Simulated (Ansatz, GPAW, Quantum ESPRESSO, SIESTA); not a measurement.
**One structure in several programs: HfAu2 (I4/mmm, 3 atoms in the cell)**

Self-consistent single point, at a second geometry (lattice scaled by 0.98). First geometry:

```
CELL_PARAMETERS angstrom
     -1.73013     1.73013     4.25131
      1.73013    -1.73013     4.25131
      1.73013     1.73013    -4.25131
ATOMIC_POSITIONS crystal
  Hf 0.00000 0.00000 0.00000
  Au 0.66735 0.66735 0.00000
  Au 0.33265 0.33265 0.00000
```

Shared settings, as Ansatz (a quantum-chemistry and plane-wave program) writes them: kpoints.mp_grid.grid = 11 11 11; scf.occupations.method = fermi_dirac; scf.occupations.width = 0.1 eV. Potentials and cutoffs stand in the table.

```csv
code,model,ΔF from the first geometry (meV/atom),pressure (GPa),largest force (eV/Å),cutoff
SIESTA,"LDA PW92, numerical atomic orbitals TZP, PseudoDojo LDA standard norm-conserving potentials (rewritten from UPF to PSML)",54.1,17.02,0.121,grid 400 Ry
Ansatz,"LDA (PW92), PAW files made with PBE",87.3,22.22,0.164,420 eV
GPAW,"LDA (Perdew-Wang 92), GPAW PAW datasets LDA (gpaw-data 1.0.1)",101.1,24.84,0.084,550 eV
Quantum ESPRESSO,"LDA (PZ), GBRV 1.5 ultrasoft (LDA) pseudopotentials",84.4,21.36,0.154,40 Ry
```

On Ansatz's run: spin-orbit coupling is off.

The spread over the programs that give each value: ΔF from the first geometry within 47.0 meV/atom; pressure within 7.82 GPa; largest force within 0.080 eV/Å.

SIESTA uses small atom-centred bases, whose incompleteness enters pressures, forces and empty levels differently from a plane-wave cutoff. Ansatz's pressure is given at a fixed set of plane waves, as the other plane-wave codes print theirs; with its correction for the finite basis it is 22.28 GPa. The same LDA comes in different parametrisations, which differ slightly. In the pressure, SIESTA (by 5.21) and GPAW (by 2.62) lie more than 1 GPa from the median of the plane-wave programs.

The starting cell comes from a database of computed structures (which also holds hypothetical and non-ambient phases and stackings), without a prior relaxation at this level. Its lattice was rescaled by a random factor within 2.5 % of one. For this run, on top of that: lattice scaled by 0.98.

Keys are those of Ansatz 0.2.
